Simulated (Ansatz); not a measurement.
For MgAlNO (model structure, started from the AlSiCN type, P3m1, No. 156, 4 atoms in the cell), LDA (PAW; Ansatz, an electronic-structure program) gives:

| Item | Value |
|---|---|
| lattice parameter a | 3.150 Å |
| lattice parameter c | 5.025 Å |
| bulk modulus | 165 GPa |
| cohesive energy | 6.14 eV/atom |
| band gap | 3.55 eV |

Question: What does r²SCAN in Ansatz (PAW) give for the same quantities?

Answer: 
- lattice constant a: 3.172 Å (goes up by 0.7 %)
- lattice parameter c: 5.076 Å (goes up by 1.0 %)
- bulk modulus: 163 GPa (hardly moves)
- cohesive energy: 5.46 eV/atom (falls by 0.68 eV/atom)
- band gap: 4.03 eV (goes up by 0.48 eV)

Changes are worked out from the printed values.

Unless a cell is named, each level is at its own relaxed cell (LDA 10.80, r²SCAN 11.06 Å³/atom).

Density-functional gaps are differences of (generalised) Kohn–Sham levels.

Caveats: the bulk modulus is −V dP/dV from two relaxed cells at ±2 % in volume (LDA, r²SCAN). Ansatz's density-functional and Hartree–Fock values are scalar-relativistic unless marked +SOC, with PAW data made under PBE.

A model structure was made by putting elements into a prototype or built by hand; it is no filed structure, need not be a known phase, and can be a saddle point held by its symmetry.
